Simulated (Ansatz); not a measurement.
How the Voigt–Reuss–Hill bulk modulus of NiAs-type NiSb moves with the method

No measured value is used here.

```json
[
 {"level (code)": "LDA (Ansatz)", "value (GPa)": "140", "cell (Å³/atom)": "16.38"},
 {"level (code)": "PBE (Ansatz)", "value (GPa)": "112", "cell (Å³/atom)": "17.65"},
 {"level (code)": "PBEsol (Ansatz)", "value (GPa)": "130", "cell (Å³/atom)": "16.83"},
 {"level (code)": "PBE-D3(BJ) (Ansatz)", "value (GPa)": "…", "cell (Å³/atom)": "16.97"}
]
```

Problem. Fill in the missing entries.

Solution. 
- PBE-D3(BJ) (Ansatz, a first-principles code), value (GPa): 125

The crystal itself was run without spin with LDA, PBE, PBEsol, PBE-D3(BJ); a magnetic state was not tried in these runs. PBE-D3(BJ): the dispersion coefficients are held fixed in the derivatives. Each level is taken at its own relaxed cell. Ansatz's density-functional and Hartree–Fock values are scalar-relativistic unless marked +SOC, with PAW data made under PBE.
